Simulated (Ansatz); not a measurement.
# Effect of isotropic strain +1.20 % on CdSe

The reference is CdSe in the wurtzite structure (space group P6_3mc, No. 186; a = 4.2475 Å, c = 6.9410 Å).

It is then changed as follows: an isotropic linear strain of +1.20 %, atoms relaxed at fixed cell.

Calculations: Kohn–Sham DFT with the LDA functional, run in Ansatz (a program for electronic structure) with PAW and 420 eV plane waves, no spin-orbit coupling. Γ-centred 9×9×5 mesh, Fermi–Dirac width 0.05 eV.

* **Volume per atom**: 28.10 Å³ (base 27.11 Å³)
* **Energy relative to the base (free energy F)**: +6.0 meV/atom
* **Pressure (mean of the normal stresses, compression positive)**: -1.90 GPa (base 0.00 GPa)
* **Band gap**: 0.39 eV (base 0.46 eV)
* **Gap character**: direct at Γ (base direct at Γ)
* **Mean gap deformation potential ΔEg/Δln V**: -2.1 eV
* **Width of the top valence band**: 1.76 eV (base 1.88 eV)
* **Electron mass**: 0.041 mₑ (at Γ) (base 0.047 mₑ (at Γ))
* **Valence-band top at Γ (three highest levels, from the VBM)**: 0.00, 0.00, -0.06 eV (base 0.00, 0.00, -0.07 eV)

Final structure:

```
CELL_PARAMETERS angstrom
      4.29852     0.00000     0.00000
     -2.14926     3.72262     0.00000
      0.00000     0.00000     7.02425
ATOMIC_POSITIONS crystal
  Cd 0.33333 0.66667 0.00031
  Cd 0.66667 0.33333 0.50031
  Se 0.33333 0.66667 0.37569
  Se 0.66667 0.33333 0.87569
```

Effective masses come from finite differences of ±0.01 Å⁻¹. No phonon test of stability was made.
